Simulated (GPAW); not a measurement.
Input and output of a self-consistent single point for V (Im-3m, 1 atom in the cell) (GPAW).

Method of the run: PBE, GPAW PAW datasets PBE (gpaw-data 1.0.1) (plane waves; GPAW 25.7.0).

```xyz
1
Lattice="-1.5061 1.5061 1.5061 1.5061 -1.5061 1.5061 1.5061 1.5061 -1.5061" Properties=species:S:1:pos:R:3 pbc="T T T"
V      0.0000     0.0000     0.0000
```

Reference input (self-consistent single point, DFT PBE, plane waves, GPAW PAW datasets PBE (gpaw-data 1.0.1)): mode = pw; ecut = 850 eV; xc = PBE; kpts = 10 10 10; mesh shift (steps) = 0 0 0; occupations.name = methfessel-paxton; occupations.width = 0.136 eV; occupations.order = 0; nbands = -5; convergence.density = 1e-05 e/electron; symmetry.symmorphic = false; symmetry.tolerance = 0.0005. This run's input differs from it in these lines:

```diff
@@ -13,3 +13,3 @@
             xc='PBE',
-            kpts={'size': (10, 10, 10), 'gamma': True},
+            kpts=(17, 17, 17),
             occupations={'name': 'methfessel-paxton', 'width': 0.136, 'order': 0},
```

Log, with long lists cut:

```
     iter     time        total  log10-change:
                         energy   eigst   dens
iter:   1 --:--:--    -8.810963
iter:   2 --:--:--    -8.775142   -0.34  -1.44
iter:   3 --:--:--    -8.823903   -0.36  -1.46
iter:   4 --:--:--    -8.549844   -1.76  -1.51
iter:   5 --:--:--    -8.858705   -0.75  -1.80
iter:   6 --:--:--    -8.518472   -1.44  -1.54
iter:   7 --:--:--    -8.509474   -2.25  -2.28
iter:   8 --:--:--    -8.512508   -3.46  -3.23
iter:   9 --:--:--    -8.509644c  -3.29  -2.58
iter:  10 --:--:--    -8.509649c  -4.70  -4.17
iter:  11 --:--:--    -8.509650c  -5.92  -5.06c
iter:  12 --:--:--    -8.509650c  -7.06  -4.78
iter:  13 --:--:--    -8.509650c  -8.31c -4.74
iter:  14 --:--:--    -8.509649c  -8.07c -4.76
iter:  15 --:--:--    -8.509649c  -9.46c -4.60
iter:  16 --:--:--    -8.509649c  -9.96c -4.60
iter:  17 --:--:--    -8.509651c  -7.15  -4.61
iter:  18 --:--:--    -8.509651c  -9.15c -5.26c
Converged after 18 iterations.

Dipole moment: (-0.000000, 0.000000, -0.000000) |e|*Ang

Energy contributions relative to reference atoms: (reference = -25820.495562)

Kinetic:         -2.820198
Potential:       +1.898723
External:        +0.000000
XC:              -7.724716
Entropy (-ST):   -0.018259
Local:           +0.145669
SIC:             +0.000000
--------------------------
Free energy:     -8.518781
Extrapolated:    -8.509651

Showing only first 2 kpts
 Kpt  Band  Eigenvalues  Occupancy
  0     4      2.78634    2.00000
  0     5      9.73268    0.00002
  0     6      9.73268    0.00002
  0     7      9.73268    0.00002

  1     4      2.92318    2.00000
  1     5      9.67464    0.00027
  1     6      9.72055    0.00004
  1     7      9.82987    0.00000

Fermi level: 9.32410

No gap
No difference between direct/indirect transitions
Energy (eV): -8.509651

Forces in eV/Ang:
  0 V     0.00000   -0.00000    0.00000

Stress tensor:
     0.008740     0.000000     0.000000
     0.000000     0.008740     0.000000
     0.000000     0.000000     0.008740
Stress (GPa, Voigt): [1.4003 1.4003 1.4003 0.     0.     0.    ]
```

The run converged in 18 iterations. GPAW prints stress with tension positive. Against the reference run the free energy goes up by 1.4 meV/atom and the pressure goes from -0.80 to -1.40 GPa.

The starting cell comes from a database of computed structures (which also holds hypothetical and non-ambient phases and stackings), without a prior relaxation at this level. Its lattice was rescaled by a random factor within 2.5 % of one. Spin polarisation is off.
